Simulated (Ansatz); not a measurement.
The reference is GaSb in the zinc blende structure (space group F-43m, No. 216; a = 6.1115 Å). Axes: x, y, z lie along the cube axes.

The change: uniaxial strain ε_zz = −3.04 %, all other strain components held at zero; the atoms relax in the strained cell.

Levels (all Ansatz, a quantum-chemistry and plane-wave program, PAW): PBEsol (420 eV, no spin-orbit coupling); r2SCAN (500 eV, without spin-orbit coupling); HSE06 (420 eV, no spin-orbit coupling).

At the geometry relaxed with PBEsol, these levels gave the following band gaps, in shuffled order: (a) 0.60 eV, (b) 0.10 eV, (c) 0.97 eV.

Problem. Match each gap to its level.

Solution. (a) r2SCAN; (b) PBEsol; (c) HSE06.

Single points use the geometry relaxed with PBEsol. Spin-orbit coupling, missing from the scalar runs, can matter with Sb. Whether these cells are dynamically stable was not tested. The final runs are not spin-polarised. The zero or small gap of GaSb can change with the level of theory.
